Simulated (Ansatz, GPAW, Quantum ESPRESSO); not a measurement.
Code comparison for LaMg6Sb (P1, 8 atoms in the cell)

Self-consistent single point, at a second geometry (atoms moved at random). First geometry:

```xyz
8
Lattice="5.3564 0.0000 0.0000 0.0000 3.2062 5.9603 0.0000 -3.2062 5.9603" Properties=species:S:1:pos:R:3 pbc="T T T"
La     2.6782     0.0000     2.0291
Mg     2.6782     1.5856     4.9803
Mg     2.6782    -1.5856     4.9803
Mg     0.0000     1.5670     6.8763
Mg     0.0000    -1.5670     6.8763
Mg     0.0000     0.0000     4.0464
Mg     0.0000     0.0000     9.9606
Sb     2.6782     0.0000     7.9335
```

Second geometry:
```yaml
crystal:
  lattice:
    - [5.35640, 0.00000, 0.00000]
    - [0.00000, 3.20615, 5.96034]
    - [0.00000, -3.20615, 5.96034]
  atoms:
    - { symbol: La, position: [0.49747, 0.17372, 0.16165] }
    - { symbol: Mg, position: [0.51066, 0.66705, 0.17500] }
    - { symbol: Mg, position: [0.50079, 0.17211, 0.66092] }
    - { symbol: Mg, position: [0.99621, 0.81030, 0.34408] }
    - { symbol: Mg, position: [0.00474, 0.33111, 0.82132] }
    - { symbol: Mg, position: [0.99313, 0.34391, 0.33022] }
    - { symbol: Mg, position: [0.00285, 0.83863, 0.83696] }
    - { symbol: Sb, position: [0.49416, 0.66317, 0.66987] }
```

Shared settings, as Ansatz (a program for electronic structure) writes them: kpoints.mp_grid.grid = 3 3 3; scf.occupations.method = fermi_dirac; scf.occupations.width = 0.05 eV. Potentials and cutoffs stand in the table.

```
code                                                                      model  ΔF from the first geometry (meV/atom)  pressure (GPa)  largest force (eV/Å)  cutoff
----------------  -------------------------------------------------------------  -------------------------------------  --------------  --------------------  ------
Ansatz                                      LDA (PW92), PAW files made with PBE                                    4.1           -2.33                 0.387  420 eV
Quantum ESPRESSO            LDA (PZ), GBRV 1.5 ultrasoft (LDA) pseudopotentials                                    4.1           -2.32                 0.391   40 Ry
GPAW              LDA (Perdew-Wang 92), GPAW PAW datasets LDA (gpaw-data 1.0.1)                                    4.1           -2.35                 0.387  800 eV
```

Size of the force on each atom (eV/Å): Sizes of forces hide their directions.

```
code                La1    Mg2    Mg3    Mg4    Mg5    Mg6    Mg7    Sb8
----------------  -----  -----  -----  -----  -----  -----  -----  -----
Ansatz            0.387  0.132  0.022  0.204  0.183  0.166  0.027  0.284
Quantum ESPRESSO  0.391  0.132  0.023  0.204  0.185  0.168  0.028  0.288
GPAW              0.387  0.132  0.023  0.201  0.183  0.168  0.028  0.283
```

On Ansatz's run: spin-orbit coupling is off.

The spread over the programs that give each value: ΔF from the first geometry within 0.0 meV/atom; pressure within 0.03 GPa; largest force within 0.004 eV/Å.

Ansatz's pressure is given at a fixed set of plane waves, as the other plane-wave codes print theirs. The same LDA comes in different parametrisations, which differ slightly.

The shared mesh is coarse (it stands for a supercell whose shortest vector is 16 Å), so the values are not converged in it.

The starting cell comes from a database of computed structures (which also holds hypothetical and non-ambient phases and stackings), without a prior relaxation at this level. For this run, on top of that: atoms moved at random.

Left out of this page: CP2K (unsound by tests on forces, stress, charge or solver warnings).

Keys are those of Ansatz 0.2.
